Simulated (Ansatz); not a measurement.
Results of G0W0@PBEsol+SOC (hard PAW, contour deformation, complete-basis limit, spin–orbit shift from PBEsol; Ansatz, a first-principles code) for Li3OCl (Pm-3m, No. 221, 5 atoms in the cell; start mp-985585).

Numerical settings: largest k mesh 8×8×8 (not extrapolated in the mesh).

Cell (relaxed with PBEsol):

```yaml
crystal:
  lattice:
    - [3.83980, 0.00000, 0.00000]
    - [0.00000, 3.83980, 0.00000]
    - [0.00000, 0.00000, 3.83980]
  atoms:
    - { symbol: Li, position: [0.00000, 0.50000, 0.50000] }
    - { symbol: Li, position: [0.50000, 0.00000, 0.50000] }
    - { symbol: Li, position: [0.50000, 0.50000, 0.00000] }
    - { symbol: Cl, position: [0.00000, 0.00000, 0.00000] }
    - { symbol: O, position: [0.50000, 0.50000, 0.50000] }
```

Q: Predict the band gap.

A: 
* **band gap**: 7.49 eV

Note: spin–orbit coupling enters as the shift of the gap found with a semilocal functional.

The computed numbers hold no vibrational or temperature effects.

A start named mp-… is a Materials Project structure, which need not be a measured phase.
